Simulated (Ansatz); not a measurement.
Reference: Ca₂Ge (Fm-3m), PBEsol, rigid bands (plane waves, PAW, scalar-relativistic; Ansatz, a quantum-chemistry and plane-wave program); geometry: cell and atoms relaxed with PBEsol.

```
Ca2Ge
1.0
    0.00000     3.55713     3.55713
    3.55713     0.00000     3.55713
    3.55713     3.55713     0.00000
Ca Ge
2 1
Direct
  0.75000   0.75000   0.75000
  0.25000   0.25000   0.25000
  0.00000   0.00000   0.00000
```

| Quantity | Result |
|---|---|
| band gap | 0.51 eV |
| electron conductivity mass | 0.45 mₑ |
| Seebeck coefficient, n-type 1e19 cm⁻³ | -279 μV/K |

Replace Ge by Si on the same sites and relax. What happens?

Ca$_{2}$Si (Fm-3m): volume per atom 30.0 to 29.7 Å³; band gap falls (0.51 eV to 0.47 eV); electron conductivity mass stays about the same (0.45 mₑ to 0.45 mₑ); Seebeck coefficient, n-type 1e19 cm⁻³ stays about the same (-279 μV/K to -279 μV/K).

Moves up to 5 % count as about the same. Masses are for dilute carriers at 300 K, harmonic means over directions unless an axis is named. Seebeck coefficients are for the stated density at 300 K, with one relaxation time for all states and whether or not that doping can be reached. Spin-orbit coupling is left out.

Computed structure with no diffraction record at hand here (it may be known, metastable or hypothetical): Ca2Ge (Fm-3m), Ca2Si (Fm-3m).
